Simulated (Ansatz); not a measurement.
AlBO3: pressure series

Start from AlBO3 (space group R-3c, No. 167).

AlBO₃ is modelled in the trigonal space group R-3c, hexagonal axes (No. 167), Pearson symbol hR10. Conventional cell: a = 4.4753 Å, b = 4.4753 Å, c = 13.7376 Å, α = 90.00°, β = 90.00°, γ = 120.00°. Al on 6b is coordinated by 6 O at 1.927 Å (octahedral). B on 6a sees 3 O at 1.382 Å (trigonal planar). O on 18e is coordinated by 1 B at 1.382 Å and 2 Al at 1.927 Å (trigonal planar). (Neighbours: up to the widest gap in distance over summed covalent radii, below 1.35, at either atom; cation-cation and far metal-metal contacts left out.)
(The calculation used a cell of 10 atoms; values per cell refer to that cell.)

Cell and atoms are relaxed at each pressure.

Computed with PBEsol in Ansatz (plane waves to 420 eV, PAW, spin-orbit coupling left out).

Two rows of this table had their results exchanged by mistake.

```
pressure          volume per atom (Å³)  shortest distance (Å)  band gap
----------------  --------------------  ---------------------  --------
pressure −2 GPa                   8.02                  1.383   5.78 eV
pressure −1 GPa                   7.98                  1.383   5.79 eV
pressure 0.3 GPa                  7.93                  1.381   5.80 eV
pressure 1.5 GPa                  7.76                  1.378   5.83 eV
pressure 3 GPa                    7.83                  1.379   5.82 eV
pressure 5 GPa                    7.89                  1.380   5.81 eV
pressure 7.5 GPa                  7.68                  1.376   5.85 eV
pressure 10 GPa                   7.60                  1.374   5.86 eV
```

Which two?

The rows for pressure 1.5 GPa and pressure 5 GPa: the volume has to fall steadily with pressure, so 7.89 Å³ belongs to pressure 1.5 GPa and 7.76 Å³ to pressure 5 GPa.

Load acts through the strain it causes; cell and atoms are relaxed under it. Whether these cells are dynamically stable was not tested. No other phases were tried under pressure.

Ansatz is a program for electronic structure.
